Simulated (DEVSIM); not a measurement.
System: illuminated Si p-on-n cell, one wavelength, at 300 K.

Layer 1 from the left is Si, thickness (μm) 0.190, Na (cm⁻³) 6.1e17, τn (s) 7.8e-6, τp (s) 1.6e-5, absorption coefficient (cm⁻¹) 160. Layer 2 from the left is Si, thickness (μm) 59.0, Nd (cm⁻³) 1.2e15, τn (s) 0.00021, τp (s) 2.1e-5, absorption coefficient (cm⁻¹) 160.

Left contact: ohmic, minority electron recombination velocity 500 cm/s. Right contact: ohmic, minority hole recombination velocity 2000 cm/s. Voltage is applied to the left contact. Recombination: SRH at mid-gap, radiative, Auger. Light enters at the left, 8.5e16 photons cm⁻² s⁻¹, one pass, no reflection. Mobility is constant in doping.

Constants are typed, rounded textbook-type inputs, not results; the design itself was drawn at random and stands for no fabricated device. Values at 300 K.

Si: gap (eV) 1.124, affinity (eV) 4.05, permittivity 11.7, Nc (cm⁻³) 2.86e19, Nv (cm⁻³) 3.1e19, μn (cm²/Vs) 1417, μp (cm²/Vs) 470, B (cm³/s) 4.7e-15, Cn (cm⁶/s) 2.8e-31, Cp (cm⁶/s) 9.9e-32.

Model (solved in DEVSIM): 1D drift-diffusion, Boltzmann statistics, complete ionisation; no tunnelling, impact ionisation, image-force lowering or self-heating.

Question: What does the simulation give for the open-circuit voltage, the fill factor, the dark forward voltage at 100 A/cm²?

Answer: open-circuit voltage 0.510 V; fill factor 0.80; dark forward voltage at 100 A/cm² 0.857 V.
